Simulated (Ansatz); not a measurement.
The parent structure is SiC in the zinc blende structure (space group F-43m, No. 216; a = 4.356 Å).

Level of theory: r2SCAN (Ansatz, a first-principles code, PAW, no spin-orbit coupling).

For the base:

The gap character comes out as indirect, Γ → X and the band gap is 1.71 eV.

It is then changed as follows: the cell is scaled by 1.0057 in all directions, atoms relaxed at fixed cell.

Problem. How does this affect the energy relative to the base, gap character and band gap?

Solution. The energy increases by 2.1 meV/atom; the gap character stays indirect, Γ → X; the band gap goes up by 0.01 eV, from 1.71 eV to 1.72 eV.

The cells carry an imposed strain or load. Whether these cells are dynamically stable was not tested.
